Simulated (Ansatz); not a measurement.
A computed series for Ge: pressure series

Consider Ge in the diamond structure (space group Fd-3m, No. 227; a = 5.676 Å).

Cell and atoms are relaxed at each pressure.

Computed with Ansatz (a program for electronic structure), PBEsol, PAW, cutoff 420 eV, spin-orbit coupling left out, earlier PAW set.

Problem. Only one of these has no band gap. Which?
A) pressure 30 GPa
B) pressure 45 GPa
C) pressure 4.2 GPa

Solution. B, pressure 45 GPa. Computed: pressure 45 GPa: zero; pressure 4.2 GPa: 0.26 eV; pressure 30 GPa: 0.06 eV

Load acts through the strain it causes; cell and atoms are relaxed under it. Whether these cells are dynamically stable was not tested. Measured, Ge leaves this structure (for the β-tin structure) near 10.6 GPa (room temperature; as listed in arXiv:1906.07825). A zero or small gap of Ge can be the functional's error rather than a property of the material.
